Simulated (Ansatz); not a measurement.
The reference is Ir in the fcc (Cu type) structure (space group Fm-3m, No. 225; a = 3.846 Å; relaxed with 0.1 eV smearing). Axes: x, y, z lie along the cube axes.

Level of theory: plane-wave PAW DFT at the r2SCAN level (Ansatz, a quantum-chemistry and plane-wave program, 500 eV), scalar-relativistic without spin-orbit coupling, earlier PAW set.

Strains are applied to the cell and any free atomic positions relax; under biaxial strain the out-of-plane vector relaxes too; under stress the whole cell relaxes.

One change was made to it. Results:

The volume per atom grows by 0.107 Å³ to 14.32 Å³; the energy goes up by 5.9 meV/atom.

Question: Which change produced these results?
A) biaxial strain +0.65 %, plane normal [111], relaxed out of plane
B) tensor shear ε_xz = +0.75 %
C) uniaxial stress, 8 GPa tension along x

Answer: C, uniaxial stress, 8 GPa tension along x. For comparison, the energy relative to the base in the other runs: biaxial strain +0.65 %, plane normal [111], relaxed out of plane gives +3.1 meV/atom; tensor shear ε_xz = +0.75 % gives +2.8 meV/atom.

Stability under load was not tested beyond the relaxation. All final runs are without spin polarisation.
